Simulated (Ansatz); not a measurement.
The starting structures come from a database of crystals and need not be the phases stable at ambient conditions.

 Where the default PAW files enter, the runs use the earlier of Ansatz's two default sets.

Tunnelling through a barrier is set by its complex band structure: the current falls as exp(−2κd) with the smallest κ.

Here is the system:

```xyz
13
Lattice="5.6322 0.0000 0.0000 -2.8100 6.5577 0.0000 2.7690 -1.1917 4.7015" Properties=species:S:1:pos:R:3 pbc="T T T"
Ca     5.5796     1.7237     3.7851
Ca     0.0116     3.6423     0.9164
Ca     0.0000     0.0000     0.0000
V      2.8032     4.4451     2.7929
V      2.7880     0.9209     1.9086
O      4.2144     3.6764     3.4697
O      1.3768     1.6896     1.2318
O      2.7982     1.0779     3.6452
O      2.7930     4.2881     1.0563
O      5.6588    -0.4455     3.1886
O     -0.0676     5.8115     1.5128
O      4.2337     1.6439     1.2404
O      1.3576     3.7221     3.4611
```

Space group of this cell: C2/m. The cell is taken as given; by r2SCAN its mean pressure is -7.3 GPa.

Transport runs along the normal of the first two printed cell vectors.

The gap is the functional's own. No spin-orbit coupling. Mid-gap values are interpolated on the energy grid.

### Question
Give the band gap and the smallest decay constant κ at mid-gap that r2SCAN (Ansatz, an electronic-structure program) yields.

### Answer
Gap 3.61 eV on a 6×6×6 mesh; κ = 0.481 1/Å, at (0.000, 0.167) of the in-plane reciprocal vectors. At the zone centre, at the nearest computed energy, the slowest state has κ = 0.48 1/Å.
